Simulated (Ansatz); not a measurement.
# AlP in the zinc blende structure (space group F-43m, No. 216)

```
AlP
1.0
    0.00000     2.75367     2.75367
    2.75367     0.00000     2.75367
    2.75367     2.75367     0.00000
P Al
1 1
Direct
  0.25000   0.25000   0.25000
  0.00000   0.00000   0.00000
```

Computed with Ansatz (a program for electronic structure), PBE, PAW, cutoff 420 eV, no spin-orbit coupling, earlier PAW set. Settings: 10×10×10 k-points, 0.05 eV Fermi–Dirac smearing.

| Item | Value |
|---|---|
| Volume per atom | 20.88 Å³ |
| Density | 2.30 g/cm³ |
| Band gap | 1.63 eV, indirect, Γ → X |
| Electron mass | 0.81 mₑ along k, 0.25 mₑ across |
| Hole mass (degenerate bands, along [100]) | 0.19, 0.56, 0.56 mₑ |
| Lowest conduction-band minima above the VBM | X along ⟨100⟩ 1.63 eV; L along ⟨111⟩ 2.72 eV; Γ 3.09 eV |
| Total energy | -647.223 eV/atom (σ→0; compares only within this code and set-up) |

Masses are band curvatures over ±0.01 Å⁻¹ around the edge. Along k means along the line from Γ to the band edge. Stability against distortions was not tested.
